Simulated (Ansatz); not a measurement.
Defect: B-vacancy pair (B on one host Si site, one Si site vacant) in silicon, charge state +1. The step: one Si atom jumps into the vacancy from a nearby Si site (B-vacancy distance between ideal sites 3.87 → 4.54 Å); the atom moves 2.37 Å along (0.25, 0.23, -0.27) of the unit cell; the moving atom starts with neighbours Si at 2.36, Si at 2.38, Si at 2.39 Å and ends with Si at 2.36, Si at 2.37, Si at 2.39 Å. A PBE band in Ansatz (plane-wave PAW, one k-point at (0.250, 0.250, 0.250), 216 host sites, 50 SCF runs with any check of the saddle's order, static, no finite-size correction) gives a forward barrier of 0.54 eV. The saddle point's order was not checked. The charge state is imposed; whether it is stable for some Fermi level was not computed. Forms of the defect that were not tried may lie lower.

Single points at the band's start and saddle point can refine it. Rough cost of one point, in units of the band's mean SCF on the same machine:

```
Level                                                   Cost of one point
------------------------------------------------------  -----------------
PBE, a 2×2×2 k-point mesh shifted by half a step                  about 5
r2SCAN at 500 eV, one k-point at (0.250, 0.250, 0.250)            about 2
```

Question: Which of these move the barrier by more than 0.1 eV, and how far does each move it?

Answer: PBE, a 2×2×2 k-point mesh shifted by half a step: 0.00 eV; r2SCAN at 500 eV, one k-point at (0.250, 0.250, 0.250): +0.23 eV. Each functional is compared with PBE at the same k-points.

Ansatz is a first-principles code.
